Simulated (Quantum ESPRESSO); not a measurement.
Quantum ESPRESSO is run on ZnCu₂SnS₄ (I-4, 8 atoms in the cell), and the run fails. The aim is a self-consistent single point with DFT, PBE, plane waves, PSlibrary PAW (PBE) pseudopotentials.

Cell that was meant: a = 6.7244 Å, b = 6.7244 Å, c = 6.7244 Å, α = 70.52°, β = 48.18°, γ = 48.18°.

Part of the input:

```fortran
 ecutwfc = 55
 ecutrho = 330
 occupations = 'smearing'
 smearing = marzari-vanderbilt
 degauss = 0.0036749
/
&ELECTRONS
```

Log, with long lists cut:

```
     This program is part of the open-source Quantum ESPRESSO suite
     for quantum simulation of materials; please cite

 %%%%%%%%%%%%%%%%%%%%%%%%%%%%%%%%%%%%%%%%%%%%%%%%%%%%%%%%%%%%%%%%%%%%%%%%%%%%%%
     Error in routine  read_namelists (1):
      bad line in namelist &system: " degauss = 0.0036749" (error could be in the previous line)
 %%%%%%%%%%%%%%%%%%%%%%%%%%%%%%%%%%%%%%%%%%%%%%%%%%%%%%%%%%%%%%%%%%%%%%%%%%%%%%

     stopping ...
```

Problem. From the messages shown, name the fault and mend the input.

Solution. The fault is a string without quotes in a namelist. Fortran namelists need character values in quotes. To fix it, quote the value. The program stopped before any SCF iteration.

The sound input it was made from differs as follows (other fixes are possible):
```diff
- smearing = marzari-vanderbilt
+ smearing = 'marzari-vanderbilt'
```

With that input, the run converged in 13 iterations: free energy E − TS -18740.5871 eV; Fermi level (on the code's own zero) 7.12 eV; pressure -1.18 GPa; largest force (vector length) 0.091 eV/Å (DFT, PBE, plane waves, PSlibrary PAW (PBE) pseudopotentials).

On the sound input: the starting cell comes from a database of computed structures (which also holds hypothetical and non-ambient phases and stackings), without a prior relaxation at this level. Its lattice was rescaled by a random factor within 2.5 % of one. Spin polarisation is off. The run gives no clean gap (levels at the Fermi energy touch, overlap or are partly filled at this smearing), which alone does not show that the compound is a metal.
